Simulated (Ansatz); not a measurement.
Cost and result by functional for the surface energy of the (211) surface of bcc Mo in its 1x1 cell, outermost plane spacing 1.29 Å in the ideal cut, in Ansatz (plane waves, PAW). Single points on the PBE structure, on one kind of machine; costs are rough ratios of the slab run's core time (references not counted) to the cheapest single point. r2SCAN's cost holds its higher cutoff (500 against 420 eV). Differences are taken against r2SCAN for comparison alone: no measured value is at hand, so the table doesn't rank accuracy.

Slab: 9 atoms, 10.3 Å thick at the start (thin: gaps and levels are the slab's own); k 14x9x1, smearing 0.1 eV, dipole-corrected; all atoms relaxed; start symmetry kept, larger cells not searched; no spin, no spin-orbit, no U. These notes are the PBE run's.

```csv
functional,relative cost,surface energy (J/m²),less r2SCAN (J/m²)
LDA,1,3.34,0.20
PBEsol,1,3.24,0.11
RPBE,1,2.73,-0.40
r2SCAN,2,3.13,0.00
PBE (the relaxed run's value),–,2.92,-0.21
```

The values span 0.61 J/m², while the single points' costs differ by a factor of roughly 2. Differences are of unrounded values.

Ansatz is an electronic-structure program.
